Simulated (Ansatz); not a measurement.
Functionals compared on the (10-12) surface of hcp Sc in its 1x1 cell, outermost plane spacing 1.28 Å in the ideal cut, in Ansatz (plane waves, PAW). The structure was relaxed with PBE; the other rows are single points on it, each with its references at the same level. Cutoff 420 eV (500 eV for r2SCAN).

Slab: 12 atoms, 10.9 Å thick at the start; k 11x5x1, smearing 0.1 eV, dipole-corrected; all atoms relaxed; symmetry of the start imposed; no spin, no spin-orbit, no U. These notes are the PBE run's.

```csv
functional,surface energy (J/m²),work function of the top face (eV),rough cost of the single point
PBE,1.35,3.27,–
LDA,1.49,3.43,roughly 90 core-seconds
PBEsol,1.45,3.32,around 100 core-seconds (rough)
RPBE,…,…,about 90 core-seconds (a rough figure)
r2SCAN,1.46,3.33,roughly 2.5 core-minutes
```

**Question.** Some entries are withheld; supply them.

**Answer.** 
- RPBE, surface energy (J/m²): 1.25
- RPBE, work function of the top face (eV): 3.18

Ansatz is a program for electronic structure.
